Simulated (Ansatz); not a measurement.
For Si (C2/m, No. 12, 8 atoms in the cell; start mp-1079297; another form than the element's usual one), LDA (PAW; Ansatz, a quantum-chemistry and plane-wave program) gives:

cohesive energy: 5.22 eV/atom
band gap: 0.13 eV

Task: What does r²SCAN+rVV10 (plane waves, PAW; Ansatz) give for the same quantities?

Result: 
- cohesive energy: 4.73 eV/atom (falls by 0.49 eV/atom)
- band gap: 0.38 eV (rises by 0.25 eV)

Changes are worked out from the printed values.

Unless a cell is named, each level is at its own relaxed cell (LDA 20.44, r²SCAN+rVV10 20.84 Å³/atom).

Density-functional gaps are differences of (generalised) Kohn–Sham levels.

Caveats: the relaxation could not lower the start's symmetry, so the cell can be a saddle point above a distorted one (LDA, r²SCAN+rVV10). Ansatz's density-functional and Hartree–Fock values are scalar-relativistic unless marked +SOC, with PAW data made under PBE.

A start named mp-… is a Materials Project structure, which need not be a measured phase.
